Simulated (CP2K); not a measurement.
CP2K run on CdF₂ (Fm-3m, 3 atoms in the cell): self-consistent single point.

Method of the run: CP2K with PBE, GPW, DZVP-MOLOPT-SR-GTH basis, GTH-PBE potentials (GTH_POTENTIALS).

```
CdF2
1.0
    3.81131     0.00000     0.00000
    1.90565     3.30069     0.00000
    1.90565     1.10023     3.11192
Cd F
1 2
Direct
  0.00000   0.00000   0.00000
  0.25000   0.25000   0.25000
  0.75000   0.75000   0.75000
```

Reference input (self-consistent single point, DFT PBE, GPW, DZVP-MOLOPT-SR-GTH basis, GTH-PBE potentials (GTH_POTENTIALS)): CUTOFF = 550 Ry; REL_CUTOFF = 50 Ry; SMEAR/METHOD = FERMI_DIRAC; ELECTRONIC_TEMPERATURE = 580.23 K; KPOINTS/SCHEME = MONKHORST-PACK 7 7 7; XC_FUNCTIONAL = PBE; Cd/BASIS_SET = DZVP-MOLOPT-SR-GTH-q12; Cd/POTENTIAL = GTH-PBE-q12; F/BASIS_SET = DZVP-MOLOPT-SR-GTH-q7; F/POTENTIAL = GTH-PBE-q7; METHOD = GPW; EPS_DEFAULT = 1e-10. This run's input differs from it in these lines:

```diff
@@ -40,3 +40,3 @@
     &KPOINTS
-      SCHEME MONKHORST-PACK 7 7 7
+      SCHEME MACDONALD 6 6 6 0.08333333333 0.08333333333 0.08333333333
     &END KPOINTS
```

Log, with long lists cut:

```
 SCF WAVEFUNCTION OPTIMIZATION

  Step     Update method      Time    Convergence         Total energy    Change
     1 NoMix/Diag. 0.20E+00      -     1.91297515       -94.6233771016 -9.46E+01
     2 Broy./Diag. 0.20E+00      -     0.04237066       -91.2912651899  3.33E+00
     3 Broy./Diag. 0.20E+00      -     0.06314299       -93.3410750193 -2.05E+00
     4 Broy./Diag. 0.20E+00      -     0.01557239       -94.7348622471 -1.39E+00
     5 Broy./Diag. 0.20E+00      -     0.01689714       -94.3587161955  3.76E-01
     6 Broy./Diag. 0.20E+00      -     0.00169807       -94.6519754653 -2.93E-01
   [... 6 lines left out ...]
    13 Broy./Diag. 0.20E+00      -     0.00001252       -94.6303281736 -5.50E-05
    14 Broy./Diag. 0.20E+00      -     0.00000015       -94.6303465287 -1.84E-05
    15 Broy./Diag. 0.20E+00      -     0.00000053       -94.6303464018  1.27E-07
    16 Broy./Diag. 0.20E+00      -     6.7828E-09       -94.6303466558 -2.54E-07
  *** SCF run converged in    16 steps ***

  Overlap energy of the core charge distribution:               0.00000000001231
  Self energy of the core charge distribution:               -202.48241092734108
  Core Hamiltonian energy:                                     60.73060050232247
  Hartree energy:                                              63.19062790284769
  Exchange-correlation energy:                                -16.06916413366598
  Electronic entropic energy:                                  -0.00000000000043
  Fermi energy:                                                 0.11898184053738

  Total energy:                                               -94.63034665582502
  Total energy (extrapolated to T->0):                        -94.63034665582481

                     Mulliken Population Analysis

   [... lines left out ...]

 STRESS| Analytical stress tensor [bar]
 STRESS|                        x                   y                   z
 STRESS|      x        7.22344118993E+04   2.65352766051E+02   1.87632936489E+02
 STRESS|      y        2.65352766051E+02   7.19281672857E+04   1.08557130216E+02
 STRESS|      z        1.87632936489E+02   1.08557130216E+02   7.18517530221E+04
 STRESS| 1/3 Trace                                             7.20047774023E+04
```

The run converged in 16 iterations. Against the reference run the free energy is nearly the same (within 1 meV/atom), the pressure stays at 7.20 GPa and the gap on the mesh goes from 3.090 to 3.051 eV.

The starting cell has typed, rounded lattice constants, without a prior relaxation at this level. Values carry the incompleteness of an atom-centred basis. With a pressure of about 7 GPa the cell is away from its equilibrium volume at this level.

Cost on one core of a shared machine: roughly 60 s.
